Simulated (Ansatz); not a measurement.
Partial pair distribution functions of a relaxed model of amorphous Si30N44Hf3, broadened by 0.06 Å; density 3.81 g/cm³. Level of theory: PBE, scalar-relativistic without spin-orbit coupling (plane waves to 420 eV, PAW; Ansatz, an electronic-structure program).

It comes from a melt-quench run on a machine-learned potential (CHGNet), relaxed afterwards by DFT. N atoms were pushed apart under 1.9 Å during the dynamics, to hinder bonds among them. The hot cell started wider than the set density and was brought back towards it in steps. It is the lowest in DFT energy of 2 quenches. It is a model cell: composition and starting density were chosen by hand, and all elements were melted together. No dispersion term was used. Its density started from a set value of 3.81 and ended at 3.81 g/cm³. The simulated quench (nominally 380 K/ps over its main leg) is rapid and tends to freeze in more defects than a deposited or slowly cooled glass has. One small periodic cell is one sample of the glass; other quenches scatter about these values. The volume was held where the preparation left it and the shape relaxed, at a PBE pressure of 0.9 GPa. Stress components on the final sampling reach 1.1 GPa.

```csv
r (Å),g Si-N,g N-Hf,g Si-Si,g N-N
1.45,0.00,0.00,0.00,0.00
1.55,0.36,0.00,0.00,0.00
1.65,4.63,0.00,0.00,0.00
1.75,9.95,0.00,0.00,0.00
1.85,4.77,0.00,0.00,0.00
1.95,0.80,0.18,0.00,0.00
2.05,0.25,2.53,0.00,0.00
2.15,0.10,5.59,0.00,0.00
2.25,0.05,4.82,0.00,0.03
2.35,0.01,2.76,0.19,0.33
2.45,0.05,0.31,0.78,0.75
2.55,0.03,0.23,0.76,1.25
2.65,0.00,0.53,0.85,2.07
2.75,0.06,0.76,1.23,2.94
2.85,0.16,0.55,1.60,3.32
2.95,0.19,0.03,2.23,2.59
3.05,0.32,0.00,3.49,1.79
3.15,0.46,0.02,3.24,1.31
3.25,0.78,0.39,2.15,0.90
3.35,1.16,1.19,0.85,0.51
3.45,1.25,0.70,0.53,0.44
3.55,1.46,0.37,0.28,0.49
3.65,1.32,0.90,0.18,0.49
3.75,1.43,1.09,0.11,0.75
3.85,1.56,0.92,0.30,0.63
3.95,1.43,0.82,0.79,0.68
4.05,1.60,1.10,0.90,0.57
4.15,1.72,0.67,0.74,0.68
4.25,1.66,1.15,0.68,0.74
4.35,1.36,1.89,1.08,0.58
4.45,1.24,2.21,1.08,0.94
4.55,1.01,1.81,1.13,1.07
4.65,0.67,1.35,0.93,1.03
4.75,0.63,1.11,0.88,1.13
```

Within 2.26 Å each Si has 4.13 N neighbours on average.
